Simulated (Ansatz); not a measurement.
Output of an Ansatz run (abridged):

```
WARN the atoms were moved onto the symmetric positions of the space group found under crystal.symmetry.tolerance 1.0e-5 (fractional …
WARN ansatz: RAYON_NUM_THREADS=1 ignored (pool sized by the plan → 1); use --threads N
Pseudopotentials: kind: paw
Pseudopotential: Ba, paw, valence charge 10
Pseudopotential: Ga, paw, valence charge 13
Pseudopotential: H, paw, valence charge 1
Crystal: 5 atoms, lattice volume = 87.567 Å³
Basis set: ecut = 420 eV, 1727 PW (Γ)
Bands: 24, of which v1, the nominal top of the filled ones, is band 19 counted from 1 (18 counted from 0)
Symmetry: 12 space group operations
Space group: P-3m1 (ITA 164), of the structure as read, at distance tolerance 4.4e-5 Å
k-points: 69 of 567
PAW frozen core: Ba, regenerated for the run's functional, and the local potential with it
PAW frozen core: Ga, regenerated for the run's functional, and the local potential with it
Initial density: superposition of atomic densities (neutral atoms: chi_scale 0, normalization atom), corrected by the library's trained network
Initial wavefunctions: pseudopotential atomic-orbital guess
Eigensolver: davidson
Functional: x = slater, c = lda
SCF iter   1: F=—  HF=-13227.326065 eV  |F-HF|=—  |Δ(HF+E_count)|=         —  Δρ=8.40e-3  dr2=4.67e-2  ethr=1.77e-3  ⟨swp⟩=8.3  Hψ=8922  notcnv=0
all-band conjugate gradients solve this SCF's bands
preconditioner: auto → Kerker (q_TF=auto, 2.374 Å⁻¹)
SCF iter   2: F=—  HF=-13227.313384 eV  |F-HF|=—  |Δ(HF+E_count)|=   1.27e-2  Δρ=4.42e-3  dr2=1.54e-2  ethr=1.23e-4  ⟨swp⟩=1.1  Hψ=2215  notcnv=0
SCF iter   3: F=—  HF=-13227.308344 eV  |F-HF|=—  |Δ(HF+E_count)|=   5.04e-3  Δρ=6.13e-4  dr2=5.56e-4  ethr=4.05e-5  ⟨swp⟩=2.0  Hψ=1938  notcnv=0  defer=1
SCF iter   4: F=—  HF=-13227.308241 eV  |F-HF|=—  |Δ(HF+E_count)|=   1.03e-4  Δρ=2.24e-4  dr2=1.28e-4  ethr=1.46e-6  ⟨swp⟩=1.9  Hψ=1841  notcnv=0  defer=1
SCF iter   5: F=—  HF=-13227.308211 eV  |F-HF|=—  |Δ(HF+E_count)|=   2.93e-5  Δρ=1.32e-4  dr2=1.56e-5  ethr=3.37e-7  ⟨swp⟩=2.0  Hψ=2898  notcnv=0  defer=1
SCF iter   6: F=—  HF=-13227.308208 eV  |F-HF|=—  |Δ(HF+E_count)|=   3.74e-6  Δρ=6.20e-5  dr2=4.01e-6  ethr=4.10e-8  ⟨swp⟩=2.0  Hψ=2896  notcnv=0  defer=1
SCF iter   7: F=—  HF=-13227.308205 eV  |F-HF|=—  |Δ(HF+E_count)|=   2.86e-6  Δρ=3.15e-5  dr2=9.24e-7  ethr=1.06e-8  ⟨swp⟩=2.0  Hψ=2653  notcnv=0  defer=1
SCF iter   8: F=-13227.308204 eV  HF=-13227.308204 eV  |F-HF|=6.07e-8  |Δ(HF+E_count)|=   4.03e-7  Δρ=8.54e-6  dr2=7.79e-8  ethr=2.63e-10  ⟨swp⟩=3.8  Hψ=7965  notcnv=0
SCF 1 converged in 8 iterations: F = -13227.308204 eV  dr2 = 7.79e-8
SCF converged after 8 iterations
Free energy (F): -13227.308204 eV
Harris-Foulkes:  -13227.308204 eV  (|F-HF|=6.07e-8)
Internal energy: -13227.296560 eV  (E = F + TS)
E sigma→0 (E₀):  -13227.302382 eV
Entropy (-TS):   -0.011644 eV (-2.329 meV/atom)
Fermi energy:    8.230822 eV
--- Per-component energies (eV) ---
  E_band       = -157.323270
  E_kinetic    = 427.673811
  E_local      = -4652.135792  (includes V_loc(G=0)·N_el)
  E_nonlocal   = 912.113563
  E_hartree    = 2146.798280
  E_xc         = -323.444677
  E_vxc        = -277.653357  (∫ρ·V_xc dr)
  E_paw        = -8880.226450  (= ΣΔE_a)
  E_vpaw       = -860.904501  (= ΣTr[D̂ρ^β])
  E_aug_tail   = -0.002500  (compensation charges beyond the density's cutoff)
  E_ewald      = -2861.812271
  E_core_change = 3.739475  (= ΣΔE_core)
  E_smearing   = -0.011644  (= −TS)
  E_closure    = -0.000000  (closes the sum)
  Σ components = -13227.308204   (vs F -13227.308204, Δ=0.00e0)
--- Forces (eV/Å), atoms counted from 1 ---
  atom   1  Ba     0.00000000    -0.00000000    -0.00000000
  atom   2  Ga     0.00000000    -0.00000000     0.14846562
  atom   3  Ga     0.00000000     0.00000000    -0.14846562
  atom   4  H      0.00000000     0.00000000    -0.13724696
  atom   5  H     -0.00000000    -0.00000000     0.13724696
  max |Σ_I F_I| component: 3.69e-17 eV/Å
--- Stress (GPa, compression-positive) ---
       -3.585772      -0.000000       0.000000
       -0.000000      -3.585772       0.000000
        0.000000       0.000000      -2.836654
  P = ⅓ Tr σ = -3.3361 GPa (-33.361 kbar)
  The stress holds the Pulay correction. Without it, at fixed plane waves, as pw.x and ABINIT print it: P = -3.3841 GPa
--- Band table (eV; the first three rows and the last of 69) ---
  k-point 0: bands = ["-19.6803", "-6.6389", "-6.5108", "-6.5108", "-6.5093", "-6.5093", "-6.4398", "-6.3598", "-6.3598", "-6.3366", "-6.3366", "-4.9405", "-4.7139", "-4.7139", "-1.0960", "3.5293", "4.9700", "7.7611", "7.7611", "8.5714", "11.7035", [...]
  k-point 1: bands = ["-19.6793", "-6.6371", "-6.5112", "-6.5112", "-6.5100", "-6.5100", "-6.4388", "-6.3586", "-6.3586", "-6.3375", "-6.3375", "-4.9982", "-4.7112", "-4.7112", "-0.9321", "3.1619", "5.2169", "7.8656", "7.8656", "8.6434", "10.8377", [...]
  k-point 2: bands = ["-19.6772", "-6.6329", "-6.5120", "-6.5120", "-6.5115", "-6.5115", "-6.4364", "-6.3552", "-6.3552", "-6.3399", "-6.3399", "-5.1187", "-4.7050", "-4.7050", "-0.5133", "2.4507", "5.6382", "8.1619", "8.1619", "8.6291", "10.2228", [...]
  k-point 68: bands = ["-19.6394", "-6.6630", "-6.5961", "-6.5961", "-6.5241", "-6.4457", "-6.4457", "-6.3664", "-6.3664", "-6.3357", "-6.1730", "-5.0647", "-5.0647", "-4.9279", "1.2786", "1.2786", "4.8951", "4.8951", "6.4141", "11.3752", "11.9502", [...]
```

The structure:

```
CELL_PARAMETERS angstrom
      4.51261     0.00000     0.00000
     -2.25631     3.90804     0.00000
      0.00000     0.00000     4.96539
ATOMIC_POSITIONS crystal
  Ba 0.00000 0.00000 0.00000
  Ga 0.33333 0.66667 0.46883
  Ga 0.66667 0.33333 0.53117
  H  0.33333 0.66667 0.13291
  H  0.66667 0.33333 0.86709
```

Q: Reconstruct the input of this run.

A: Other spellings and defaults could give the same log, and not every line can be read from it. The input that was run (DFT, LDA (PW92), plane waves, default PAW files made with PBE):

Ansatz 0.2 input:
```yaml
crystal:
  lattice:
    - [4.512611, 0.000000, 0.000000]
    - [-2.256306, 3.908037, 0.000000]
    - [0.000000, 0.000000, 4.965389]
  atoms:
    - { symbol: Ba, position: [0.000000, 0.000000, 0.000000] }
    - { symbol: Ga, position: [0.333333, 0.666667, 0.468830] }
    - { symbol: Ga, position: [0.666667, 0.333333, 0.531170] }
    - { symbol: H, position: [0.333333, 0.666667, 0.132910] }
    - { symbol: H, position: [0.666667, 0.333333, 0.867090] }
basis:
  ecutwfc: 420.0 eV
kpoints:
  mp_grid: { grid: [9, 9, 7] }
hamiltonian:
  xc: lda
  pseudopotentials: { kind: paw }
scf:
  occupations: { method: fermi_dirac, width: 0.1 eV }
output:
  forces: true
  eigenvalues: true
  stress: true
```

The starting cell comes from a database of computed structures (which also holds hypothetical and non-ambient phases and stackings), without a prior relaxation at this level. Its lattice was rescaled by up to half a per cent. With a pressure of about -3 GPa the cell is away from its equilibrium volume at this level. Ansatz's pressure includes its estimate of the finite-basis (Pulay) stress.

Ansatz is a quantum-chemistry and plane-wave program.
